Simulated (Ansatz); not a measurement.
TiAl3 (I4/mmm, No. 139), treated with PBE0 (Ansatz, an electronic-structure program, PAW).

From the output:

```
WARN output.stress: scf.exx.energy_threshold = 1e-6 eV is looser than the 4e-8 eV advised for a stress under a hybrid functional (1e-8 eV for each atom of the …
Crystal: 4 atoms, lattice volume = 62.445 Å³
Basis set: ecut = 460 eV, 1379 PW (Γ), exchange–correlation on 72×72×72 points (8 copies of the dense FFT grid, shifted against one another)
Bands: 15, of which v1, the nominal top of the filled ones, is band 11 counted from 1 (10 counted from 0)
Symmetry: 16 space group operations
Space group: I4/mmm (ITA 139), of the structure as read, at distance tolerance 4.0e-5 Å
k-points: 102 of 1000
Functional: x = pbe(κ = 0.804, μ = 0.2195149727645171), c = pbe(β = 0.06672455060314922), warm-up for x = 0.75 pbe(κ = 0.804, μ = 0.2195149727645171) + 0.25 exact, c = pbe(β = 0.06672455060314922)
SCF iter   1: F=—  HF=-4113.749830 eV  |F-HF|=—  |Δ(HF+E_count)|=         —  Δρ=3.10e-3  dr2=8.23e-3
SCF iter   2: F=—  HF=-4113.749764 eV  |F-HF|=—  |Δ(HF+E_count)|=   6.51e-5  Δρ=1.64e-3  dr2=2.36e-3
  ...
SCF 1 converged in 8 iterations: F = -4113.749575 eV  dr2 = 1.79e-10
Crystal: 4 atoms, lattice volume = 62.445 Å³
Initial density: handed on by an earlier stage of this run
Functional: x = 0.75 pbe(κ = 0.804, μ = 0.2195149727645171) + 0.25 exact, c = pbe(β = 0.06672455060314922)
SCF 2 converged in 8 iterations: F = -4114.958598 eV  dr2 = 7.48e-12
Crystal: 4 atoms, lattice volume = 62.445 Å³
SCF 3 converged in 7 iterations: F = -4114.977109 eV  dr2 = 2.83e-10
Crystal: 4 atoms, lattice volume = 62.445 Å³
Crystal: 4 atoms, lattice volume = 62.445 Å³
Crystal: 4 atoms, lattice volume = 62.445 Å³
Crystal: 4 atoms, lattice volume = 62.445 Å³
SCF 7 converged in 7 iterations: F = -4114.978999 eV  dr2 = 9.53e-11
Crystal: 4 atoms, lattice volume = 62.445 Å³
SCF iter   1: F=—  HF=-4114.978999 eV  |F-HF|=—  |Δ(HF+E_count)|=         —  Δρ=2.42e-7  dr2=8.90e-11
SCF iter   2: F=-4114.978999 eV  HF=-4114.978999 eV  |F-HF|=2.64e-11  |Δ(HF+E_count)|=  7.19e-11  Δρ=2.00e-7  dr2=5.86e-11
SCF 8 converged in 2 iterations: F = -4114.978999 eV  dr2 = 5.86e-11
Free energy (F): -4114.978999 eV
Internal energy: -4114.974845 eV  (E = F + TS)
E sigma→0 (E₀):  -4114.976922 eV
Fermi energy:    9.675136 eV
--- Forces (eV/Å), atoms counted from 1 ---
  atom   1  Ti    -0.00000000    -0.00000000    -0.00000000
  atom   2  Al     0.00000000     0.00000000     0.00000000
  atom   3  Al     0.00000000     0.00000000    -0.00000000
  atom   4  Al    -0.00000000     0.00000000     0.00000000
--- Stress (GPa, compression-positive) ---
       -0.005974       0.000000       0.000000
        0.000000      -0.005974      -0.000000
        0.000000      -0.000000       0.010289
  P = ⅓ Tr σ = -0.0006 GPa (-0.006 kbar)
```

### Question
Write an input file that could have produced this run (the log leaves some choices open).

### Answer
One answer among several that fit: 
Ansatz 0.2 input:
```yaml
crystal:
  lattice:
    - [-1.9064976858, 1.9064976858, 4.2950199138]
    - [1.9064976858, -1.9064976858, 4.2950199138]
    - [1.9064976858, 1.9064976858, -4.2950199138]
  atoms:
    - { symbol: Ti, position: [0.0, 0.0, 0.0] }
    - { symbol: Al, position: [0.5, 0.5, 0.0] }
    - { symbol: Al, position: [0.75, 0.25, 0.5] }
    - { symbol: Al, position: [0.25, 0.75, 0.5] }
basis:
  ecutwfc: 460
  ecutrho_ratio: 4
  xc_grid: 2
kpoints:
  mp_grid: { grid: [10, 10, 10] }
hamiltonian:
  xc: pbe0
  dispersion: none
  pseudopotentials: { kind: paw }
scf:
  occupations: { method: fermi_dirac, width: 0.05 }
  convergence: { dr2_threshold: 0.0000000004 }
output:
  forces: true
  stress: true
  eigenvalues: true
```

The PAW data were made under PBE.

Note: the run has no spin polarisation, so it can have missed a magnetic state. Note: the run warned that the count of filled bands differs between k points.

It cost very roughly 30 core-minutes of CPU time.
